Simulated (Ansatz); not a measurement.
An Ansatz (an electronic-structure program) run: CsPbCl3 with a change (biaxial strain −4.69 %, plane normal [001], relaxed out of plane); plane-wave PAW DFT at the PBEsol level (Ansatz, 420 eV), without spin-orbit coupling, earlier PAW set.

Input:

Ansatz 0.2 input:
```yaml
crystal:
  lattice:
    - [5.3552366983, 0, 0]
    - [0, 5.3552366983, 0]
    - [0, 0, 5.7505162091]
  atoms:
    - { symbol: Cs, position: [0, 0, 0] }
    - { symbol: Pb, position: [0.5, 0.5, 0.5] }
    - { symbol: Cl, position: [0, 0.5, 0.5] }
    - { symbol: Cl, position: [0.5, 0.5, 0] }
    - { symbol: Cl, position: [0.5, 0, 0.5] }
basis: { ecutwfc: 420, ecutrho_ratio: 4, xc_grid: 2, fft_grid_basis: typed }
kpoints: { mp_grid: { grid: [6, 6, 6] } }
hamiltonian:
  xc: pbesol
  dispersion: none
  pseudopotentials: { azcp: { folder: ./paw }, kind: paw }
scf: { occupations: { method: fermi_dirac, width: 0.05 } }
relax: { f_tol: 0.005, max_steps: 50, cell: { stress_tol: 0.01, fix: [a, b, gamma] } }
output: { forces: true, stress: true }
checkpoint: { write: state.ck, write_every: 1000 }
```

Output (explanatory and most iteration lines left out):

```
Relaxation: its limit of steps is 50 (relax.max_steps)
Pseudopotential: Cs, paw, valence charge 9
Pseudopotential: Pb, paw, valence charge 14
Pseudopotential: Cl, paw, valence charge 7
Crystal: 5 atoms, lattice volume = 164.917 Å³
Basis set: ecut = 420 eV, 3187 PW (Γ), exchange–correlation on 72×72×80 points (8 copies of the dense FFT grid, shifted against one another)
Bands: 27, of which v1, the nominal top of the filled ones, is band 22 counted from 1 (21 counted from 0)
Symmetry: 16 space group operations
Space group: P4/mmm (ITA 123), of the structure as read, at distance tolerance 5.5e-5 Å
k-points: 40 of 216
Functional: x = pbesol(κ = 0.804, μ = 0.12345679012345678), c = pbesol(β = 0.046)
SCF iter   1: F=—  HF=-20533.860820 eV  |F-HF|=—  |Δ(HF+E_count)|=         —  Δρ=2.46e-2  dr2=2.19e0  ethr=3.10e-3  ⟨swp⟩=7.6  Hψ=5670  notcnv=0
SCF iter   2: F=—  HF=-20533.120590 eV  |F-HF|=—  |Δ(HF+E_count)|=   7.40e-1  Δρ=1.12e-2  dr2=6.62e-1  ethr=3.10e-3  ⟨swp⟩=3.8  Hψ=2473  notcnv=0  defer=28
SCF 1 converged in 8 iterations: F = -20532.788192 eV  dr2 = 3.12e-8
relax step   1: F+E_penalty+E_count = -20532.78819169 eV  Δ(F+E_penalty+E_count) = +0.000e0 eV  max|allowed force component| = 3.228e-28 eV/Å  Δτ_max = 0.0000 Å  P = +2.523 GPa  Ω = 164.917 Å³  fix = [a, b, gamma]  reactions: a +4.026, b +4.026 GPa  (8 SCF iters, dr2 threshold 1.00e-7 eV, accepted)
[... steps on the carried basis left out ...]
relax step   4: F+E_penalty+E_count = -20532.79049900 eV  Δ(F+E_penalty+E_count) = +4.765e-7 eV  max|allowed force component| = 4.970e-30 eV/Å  Δτ_max = 0.0000 Å  P = +2.762 GPa  Ω = 163.465 Å³  energy of the carried Pulay correction = +7.784e-5 eV  fix = [a, b, gamma]  reactions: a +4.143, b +4.143 GPa  (4 SCF iters, dr2 threshold 5.23e-10 eV, accepted)
Crystal: 5 atoms, lattice volume = 163.465 Å³
SCF iter   1: F=—  HF=-20532.790338 eV  |F-HF|=—  |Δ(HF+E_count)|=         —  Δρ=8.87e-6  dr2=2.01e-8  ethr=4.90e-8  ⟨swp⟩=4.0  Hψ=9656  notcnv=0
SCF iter   2: F=—  HF=-20532.790425 eV  |F-HF|=—  |Δ(HF+E_count)|=   8.64e-5  Δρ=4.50e-6  dr2=4.81e-9  ethr=4.56e-11  ⟨swp⟩=3.0  Hψ=2165  notcnv=0
SCF 5 converged in 6 iterations: F = -20532.790425 eV  dr2 = 1.27e-13
SCF converged after 6 iterations
Free energy (F): -20532.790425 eV
Internal energy: -20532.790424 eV  (E = F + TS)
E sigma→0 (E₀):  -20532.790425 eV
Entropy (-TS):   -0.000000 eV (-0.000 meV/atom)
Fermi energy:    5.833560 eV
--- Forces (eV/Å), atoms counted from 1 ---
  atom   1  Cs    -0.00000000    -0.00000000     0.00000000
  atom   2  Pb     0.00000000     0.00000000     0.00000000
  atom   3  Cl     0.00000000     0.00000000     0.00000000
  atom   4  Cl     0.00000000     0.00000000     0.00000000
  atom   5  Cl     0.00000000     0.00000000     0.00000000
--- Stress (GPa, compression-positive) ---
        4.142987       0.000000       0.000000
        0.000000       4.142987       0.000000
        0.000000       0.000000      -0.001000
  P = ⅓ Tr σ = 2.7617 GPa (27.617 kbar)
--- Relaxed structure (4 steps of the walk, 4 accepted, 1 SCFs on fresh bases) ---
  cell:  # Å, volume = 163.4653 Å³
    - [5.3552366983, 0.0, 0.0]
    - [0.0, 5.3552366983, 0.0]
    - [0.0, 0.0, 5.69991395135503]
  atoms:
    - { symbol: Cs, position: [1.0789046612188444e-35, -5.394523303896203e-36, 0.0] }
    - { symbol: Pb, position: [0.5, 0.5, 0.5] }
    - { symbol: Cl, position: [-1.1688133828137258e-35, 0.5, 0.5] }
    - { symbol: Cl, position: [0.5, 0.5, 0.0] }
    - { symbol: Cl, position: [0.5, -8.990872170870736e-37, 0.5] }
```

With Pb present, leaving out spin-orbit coupling can change the band edges. No phonon test of stability was made. The cell was made from CsPbCl₃ in the cubic perovskite structure (space group Pm-3m, No. 221) by this change: biaxial strain −4.69 %, plane normal [001], relaxed out of plane. Many cubic perovskites are stable only at high temperature; tilts and polar distortions were not tested. This is not the structure that CsPbCl3 has at room temperature and ambient pressure.
